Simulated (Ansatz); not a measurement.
Effect of isotropic strain −2.50 % on InPd

Base system: InPd in the CsCl type structure (space group Pm-3m, No. 221; a = 3.306 Å; relaxed with 0.1 eV smearing).

Now apply this change: an isotropic linear strain of −2.50 %; the atoms relax in the strained cell.

Calculations: DFT with PBE, PAW potentials and a 420 eV plane-wave cutoff in Ansatz (a first-principles code), scalar-relativistic without spin-orbit coupling. k-mesh 17×17×17 (Γ-centred); smearing 0.1 eV (Fermi–Dirac).

| quantity | base | changed | shift |
|---|---|---|---|
| shortest interatomic distance | 2.863 Å | 2.792 Å | -0.0716 Å |
| energy relative to the base (free energy F) | 0 meV/atom | +39 meV/atom | +39 meV/atom |
| pressure | 0.0 GPa | 10.4 GPa | +10.4 GPa |
| band gap | zero | zero | – |

Final structure:

```
CELL_PARAMETERS angstrom
      3.22363     0.00000     0.00000
      0.00000     3.22363     0.00000
      0.00000     0.00000     3.22363
ATOMIC_POSITIONS crystal
  In 0.50000 0.50000 0.50000
  Pd 0.00000 0.00000 0.00000
```

Cost of the whole job for the changed cell (relaxation, final SCF and bands): very roughly 11 core-seconds.

Whether these cells are dynamically stable was not tested. The final runs are not spin-polarised.
